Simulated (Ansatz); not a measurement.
Consider O vacancy in beta Ga2O3 with all lengths changed by -1 %, charge state +2. All values below come from PBE, PAW (plane waves to 420 eV; Ansatz, a program for electronic structure).

Cell of 120 host sites held at the strained lattice (strain from the relaxed PBE one, atoms relaxed); the Γ point alone; Fermi-Dirac width 0.01 eV, spin-restricted; finite-size errors left in. No zero-point or tunnelling terms. The charge state is imposed; whether it is stable for some Fermi level was not computed. Forms of the defect that were not tried may lie lower.

Barriers: single points on a 2×2×2 k-point mesh shifted by half a step at the bands' geometries (they differ from the bands' own by up to 0.05 eV, and are uncertain by about as much).

A. one O atom jumps into the vacancy from a nearby O site (strongly reconstructed ends); the atom moves 2.71 Å along (0.16, 0.48, -0.14) of the unit cell; at the start one Ga stands off the lattice site; the moving atom starts with neighbours Ga at 1.86, Ga at 1.88, Ga at 1.91 Å and ends with Ga at 1.85, Ga at 1.90, Ga at 1.95 Å; the start lies 0.076 eV above the lowest site run; saddle order not checked.
B. one O atom jumps into the vacancy from a nearby O site (strongly reconstructed ends); the atom moves 2.70 Å along (-0.15, -0.47, -0.31) of the unit cell; at the start one Ga stands off the lattice site; at the end one Ga stands off the lattice site; from a vacant O site with 3 nearest neighbours to a vacant O site with 4 nearest neighbours; the moving atom starts with neighbours Ga at 1.89, Ga at 1.98, Ga at 2.06, Ga at 2.21 Å and ends with Ga at 1.87, Ga at 1.92, Ga at 1.96 Å; the start lies 0.076 eV above the lowest site run; saddle order not checked.

Task: Rank these by forward barrier (lowest first), as PBE, PAW gives it.

Result: B (1.56 eV), A (1.68 eV)
